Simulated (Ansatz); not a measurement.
Take ZrP (space group P6_3/mmc, No. 194; a = 3.662 Å, c = 12.484 Å; a cell from a computed database, its experimental status unchecked) as the base.

Level of theory: PBEsol, PAW, 420 eV (Ansatz, an electronic-structure program; no spin-orbit coupling).

For the base:

Lattice parameter a: 3.662 Å
Band gap: zero

It is then changed as follows: a hydrostatic pressure of 0.7 GPa.

**Question.** Estimate the effect on the lattice parameter a and band gap.

**Answer.** The lattice parameter a drops by 0.0063 Å to 3.655 Å; the band gap is still zero.

Load acts through the strain it causes; cell and atoms are relaxed under it. Whether these cells are dynamically stable was not tested. All final runs are without spin polarisation.
